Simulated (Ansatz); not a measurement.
## Cr on the Ru site (hcp Ru host)

These are PBE, PAW (plane waves to 420 eV; Ansatz, a first-principles code) values and carry that method's errors. Details: 48-site cell; 4×4×4 shifted k-points; start: the Ru site; no Hubbard U; not converged in cell size; the relaxation kept the symmetry of the starting site; flagged in the runs: a host that isn't quite at rest in this cell.

Neighbours after relaxation, in Å: of the Cr atom: Ru 2.63, Ru 2.63, Ru 2.63, Ru 2.63, Ru 2.64, Ru 2.64, Ru 2.70, Ru 2.70 (the shell may go on).

Formation energies E_f are those of the neutral cell. Chemical conditions: host crystal and elements as references (Δμ(Ru) = 0.00 eV, Δμ(Cr) = 0.00 eV; Cr taken from its element, since no compound that bounds it was computed at this level; only phases computed here count, gases as isolated molecules at 0 K). Reference phases: Cr: bcc Cr, antiferromagnetic, Ru: hcp Ru.

| charge | moment (μB) | largest move off a lattice site (Å) | E_f, host crystal and elements as references (eV) |
|---|---|---|---|
| 0 | 0.0 | 0.03 | -0.01 |

Starting moments that weren't kept: charge 0 began with 4 μB and ended with 0.0.

Flagged in the runs: a host that isn't quite at rest in this cell.

All states together cost very roughly 2.8 core-hours.
